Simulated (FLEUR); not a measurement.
A short convergence ladder for Ba (Im-3m, 1 atom in the cell)

```yaml
crystal:
  lattice:
    - [-2.49745, 2.49745, 2.49745]
    - [2.49745, -2.49745, 2.49745]
    - [2.49745, 2.49745, -2.49745]
  atoms:
    - { symbol: Ba, position: [0.00000, 0.00000, 0.00000] }
```

Base method: PBE, all-electron FLAPW (FLEUR), scalar-relativistic valence run with FLEUR.

Base settings: Kmax = 3.8 1/bohr; GmaxXC = 15.2 1/bohr; xcFunctional = pbe; jspins = 1; l_soc = F; mode = hist; fermiSmearingEnergy = 0.00367493 Htr; mesh (inpgen div1-3) = 3 3 3; inpgen gamma flag = false; Gmax = 15.2 1/bohr.

**The density cutoff**

Moved along: GmaxXC.

The mesh stays at the base's, so the ladder's end is converged at best in this setting alone.

Only quantities that move along the ladder and can be compared are tabulated.

```csv
Gmax,free energy less the last step's (meV/atom)
7.6 1/bohr,0.63
8.5 1/bohr,-0.18
9.3 1/bohr,0.01
10.7 1/bohr,-0.06
12 1/bohr,-0.01
13.2 1/bohr,0.00
15.2 1/bohr,0.00
```

Coarsest Gmax that holds the free energy within 0.5 meV/atom of the last step, with all finer ones: 8.5 1/bohr; the step before is off by 0.63 meV/atom.

On the base run: the starting cell has typed, rounded lattice constants, without a prior relaxation at this level. Its lattice was rescaled by up to half a per cent. Values depend on the basis (sphere radii, cutoffs, local orbitals), which need not be converged.
